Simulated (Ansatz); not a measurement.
## beta tin (0 0 1) on diamond (0 0 1) (film strained to the substrate, started from cuts of the bulks and a machine-learned relaxation; slabs C80 and Sn12, which can lie off the formulas)

A periodic stack without vacuum, beta tin (0 0 1) on diamond (0 0 1) (film strained to the substrate, started from cuts of the bulks and a machine-learned relaxation; slabs C80 and Sn12, which can lie off the formulas): substrate slab C80, film Sn12, surface cells [[-3, -1], [-1, -2]] and [[0, 1], [-1, 0]], film strained by -4.9 and -4.9 %, outermost planes C/C and Sn/Sn as cut, which need not be the usual terminations and can put a slab off its formula.

The start was prepared with a machine-learned potential, and the result is one local minimum, with the in-plane cell held and forces under 0.04 eV/Å; the film can end far from its bulk form.

Computed with PBE (plane waves to 420 eV, PAW; Ansatz, an electronic-structure program). No spin–orbit coupling; the runs are not spin-polarised. Its k-point mesh 5×5×1, Fermi–Dirac width 0.05 eV.

- interface area: 31.9 Å²
- period: 25.98 Å
- heights between the nearest atoms of the two slabs at the two interfaces: 1.61 and 1.61 Å
- C–Sn contacts across the interfaces within 1.22 times the sum of covalent radii: 10, mean 2.29 Å
- hole barrier (PBE): 0.47 eV
- electron barrier (PBE): 3.65 eV

```
CELL_PARAMETERS angstrom
      5.64712     0.00000     0.00013
      0.00000     5.64712     0.00002
      0.00062     0.00010    25.97602
ATOMIC_POSITIONS crystal
  C  0.79453 0.54548 0.06696
  C  0.39702 0.75529 0.06433
  C  0.61245 0.17273 0.06645
  C  0.20164 0.36043 0.06776
  C  0.01030 0.96432 0.06436
  C  0.55957 0.57602 0.03989
  C  0.20443 0.85728 0.03024
  C  0.43899 0.33722 0.03710
  C  0.96744 0.38789 0.03664
  C  0.84095 0.13171 0.03470
  C  0.90710 0.25716 0.13692
  C  0.49917 0.45956 0.13699
  C  0.70290 0.85920 0.13392
  C  0.30797 0.05674 0.13532
  C  0.09753 0.66206 0.13562
  C  0.70317 0.35626 0.10529
  C  0.29042 0.56220 0.10269
  C  0.50713 0.95966 0.09831
  C  0.11417 0.15484 0.10196
  C  0.89889 0.75947 0.09853
  C  0.80231 0.55952 0.20457
  C  0.40261 0.75935 0.20446
  C  0.60347 0.15808 0.20459
  C  0.20289 0.35886 0.20482
  C  0.00323 0.95856 0.20452
  C  0.60173 0.66070 0.16992
  C  0.20287 0.85930 0.16996
  C  0.40303 0.25777 0.17060
  C  0.00268 0.45950 0.17062
  C  0.80416 0.05688 0.17000
  C  0.90262 0.25902 0.27338
  C  0.50309 0.45878 0.27336
  C  0.70290 0.85882 0.27334
  C  0.30252 0.05901 0.27336
  C  0.10326 0.65869 0.27336
  C  0.70283 0.35884 0.23895
  C  0.30359 0.55881 0.23900
  C  0.50262 0.95890 0.23896
  C  0.10213 0.15899 0.23904
  C  0.90325 0.75875 0.23897
  C  0.80357 0.55881 0.34211
  C  0.40322 0.75874 0.34214
  C  0.60210 0.15898 0.34207
  C  0.20281 0.35884 0.34216
  C  0.00260 0.95889 0.34214
  C  0.60325 0.65868 0.30775
  C  0.20290 0.85882 0.30777
  C  0.40261 0.25901 0.30773
  C  0.00309 0.45878 0.30774
  C  0.80251 0.05901 0.30775
  C  0.90298 0.25776 0.41051
  C  0.50262 0.45949 0.41049
  C  0.70281 0.85930 0.41115
  C  0.30410 0.05688 0.41111
  C  0.10167 0.66069 0.41119
  C  0.70285 0.35885 0.37628
  C  0.30227 0.55951 0.37654
  C  0.50320 0.95855 0.37658
  C  0.10343 0.15808 0.37652
  C  0.90257 0.75934 0.37665
  C  0.79034 0.56219 0.47841
  C  0.39881 0.75946 0.48258
  C  0.61408 0.15483 0.47915
  C  0.20309 0.35625 0.47581
  C  0.00704 0.95965 0.48280
  C  0.59746 0.66205 0.44549
  C  0.20283 0.85919 0.44719
  C  0.40703 0.25715 0.44419
  C  0.99910 0.45955 0.44412
  C  0.80790 0.05674 0.44578
  C  0.93888 0.33720 0.54401
  C  0.46733 0.38788 0.54447
  C  0.70431 0.85726 0.55086
  C  0.34084 0.13169 0.54640
  C  0.05946 0.57601 0.54122
  C  0.70155 0.36042 0.51335
  C  0.29443 0.54547 0.51414
  C  0.51020 0.96431 0.51675
  C  0.11235 0.17272 0.51466
  C  0.89692 0.75528 0.51678
  Sn 0.28161 0.99926 0.62927
  Sn 0.79484 0.50236 0.71354
  Sn 0.56292 0.60026 0.61268
  Sn 0.81164 0.11349 0.61477
  Sn 0.29841 0.30744 0.72480
  Sn 0.79849 0.30745 0.85630
  Sn 0.73789 0.82468 0.81185
  Sn 0.23791 0.82465 0.76926
  Sn 0.29495 0.50237 0.86757
  Sn 0.78176 0.99933 0.95184
  Sn 0.31180 0.11351 0.96633
  Sn 0.06306 0.60028 0.96842
```
